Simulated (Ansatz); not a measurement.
The reference is a 16-atom supercell of ZnCu₂SnS₄ (space group I-4, No. 82; a = 5.374 Å, c = 10.754 Å) at its relaxed geometry.

Calculations: DFT with PBEsol, PAW potentials and a 420 eV plane-wave cutoff in Ansatz (an electronic-structure program), without spin-orbit coupling.

Base values:

* **Pressure**: 0.0 GPa

The change: a neutral Sn on a Zn site (antisite), atoms relaxed at fixed cell, starting from a slightly rattled geometry.

Tabulated Pauling electronegativity and covalent radius: Zn 1.65, 1.22 Å; Sn 1.96, 1.39 Å.

**Question.** What happens to the pressure?

**Answer.** The pressure goes from zero to 2.2 GPa.

**Question.** Predict the new shift of the substituted atom off its lattice site.

**Answer.** The shift of the substituted atom off its lattice site comes out as 0.74 Å.

**Question.** Predict the new largest displacement of a host atom from its site in the perfect cell.

**Answer.** The largest displacement of a host atom from its site in the perfect cell comes out as 1.01 Å.

Other magnetic orders, which the real material may have, were not ruled out. In so small a cell the defect repeats every few ångströms: this is an ordered compound, not a dilute defect. Starting moments died away, wholly or in part, for Sn on a Zn site (antisite); another magnetic solution may exist. Spin-polarised in the final run: Sn on a Zn site (antisite); the other runs are not. The defect cell is spin-polarised and ends with 0.0 μB.
